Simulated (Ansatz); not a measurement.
# A computed series for MgO: element substitutions

The parent structure is MgO in the rock salt structure (space group Fm-3m, No. 225; a = 4.214 Å).

Each row replaces one element on all its sites; cell and atoms are relaxed.

Levels (all Ansatz, a first-principles code, PAW): PBEsol (420 eV, no spin-orbit coupling); r2SCAN (500 eV, no spin-orbit coupling); HSE06 (420 eV, without spin-orbit coupling).

Band gaps by level, all at the geometries relaxed with PBEsol:

| case | PBEsol | r2SCAN | HSE06 |
|---|---|---|---|
| base | 4.62 eV | 5.61 eV | 6.47 eV |
| Mg → Sr | 3.20 eV | (withheld) | (withheld) |
| Mg → Ca | 3.54 eV | (withheld) | (withheld) |
| O → F | zero | zero | – |

What belongs in the blanks?


- Mg → Sr, r2SCAN: 3.79 eV
- Mg → Sr, HSE06: 4.79 eV
- Mg → Ca, r2SCAN: 4.19 eV
- Mg → Ca, HSE06: 5.31 eV

Single points use the geometry relaxed with PBEsol. The hybrid gap comes from the SCF mesh plus the semilocal run's edge points and a few special points and is an upper bound. Whether these cells are dynamically stable was not tested. As relaxed here, MgF is a hypothetical phase, not in the database extracts checked. All final runs are without spin polarisation. An odd electron count without spin: MgF.
